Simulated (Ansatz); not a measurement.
Base system: KF in the zinc blende structure (space group F-43m, No. 216; a hypothetical phase, not in the database extracts checked).

```yaml
crystal:
  lattice:
    - [0.00000, 2.93631, 2.93631]
    - [2.93631, 0.00000, 2.93631]
    - [2.93631, 2.93631, 0.00000]
  atoms:
    - { symbol: F, position: [0.75000, 0.75000, 0.75000] }
    - { symbol: K, position: [0.00000, 0.00000, 0.00000] }
```

All numbers come from r2SCAN (Ansatz, a quantum-chemistry and plane-wave program; PAW; 500 eV plane waves; no SOC).

Base values:

```
Item                     Result
-------------------  ----------
Smallest direct gap     5.95 eV
Band gap                5.75 eV
Density              1.91 g/cm³
```

The change: cell and atoms relaxed at a pressure of 4.2 GPa.

Question: What does the calculation give for the smallest direct gap, band gap and density after the change?

Answer: The smallest direct gap increases by 0.461 eV, from 5.95 eV to 6.42 eV; the band gap increases by 0.33 eV, from 5.75 eV to 6.08 eV; the density goes up by 0.27 g/cm³ (1.91 g/cm³ → 2.18 g/cm³).

Load acts through the strain it causes; cell and atoms are relaxed under it. Whether these cells are dynamically stable was not tested.
